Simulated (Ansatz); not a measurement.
Relaxation of the atoms of Li2Ca (Fd-3m, 6 atoms in the cell) at several settings

```xyz
6
Lattice="0.0000 4.3399 4.3399 4.3399 0.0000 4.3399 4.3399 4.3399 0.0000" Properties=species:S:1:pos:R:3 pbc="T T T"
Li     5.4249     5.4249     5.4249
Li     5.4249     3.2549     3.2549
Li     3.2549     3.2549     5.4249
Li     3.2549     5.4249     3.2549
Ca     0.0000     0.0000     0.0000
Ca     2.1699     2.1699     2.1699
```

Base: LDA (PW92), default PAW files made with PBE (Ansatz, a quantum-chemistry and plane-wave program). Its settings: kpoints.mp_grid.grid = 9 9 9; hamiltonian.xc = lda; hamiltonian.pseudopotentials = {kind: paw} (the program's default PAW files); scf.occupations.method = gaussian; scf.occupations.width = 0.2 eV. Starting volume 27.25 Å³ per atom.

Each line gives the change from the base single point and the result:

- atoms moved at random; relax: default → atoms; relax.f_tol: default → 0.005 eV/Å: pressure -1.00 GPa; largest force (vector length) 0.002 eV/Å; relaxation steps 4; free energy against the base single point 0.0 meV/atom.
- atoms moved at random; scf.convergence.dr2_threshold: default (1e-07 eV) → 0.001 eV; relax: default → atoms; relax.f_tol: default → 0.03 eV/Å: pressure -1.00 GPa; largest force (vector length) 0.009 eV/Å; relaxation steps 3; free energy against the base single point 0.0 meV/atom.
- atoms moved at random; relax: default → atoms; relax.f_tol: default → 0.1 eV/Å: pressure -0.99 GPa; largest force (vector length) 0.045 eV/Å; relaxation steps 2; free energy against the base single point 0.1 meV/atom.

The starting cell comes from a database of published, mostly measured structures (it also holds non-ambient and calculated ones), without a prior relaxation at this level. Its lattice was rescaled by a random factor within 2.5 % of one. Ansatz's pressure includes its estimate of the finite-basis (Pulay) stress.

Keys are those of Ansatz 0.2.
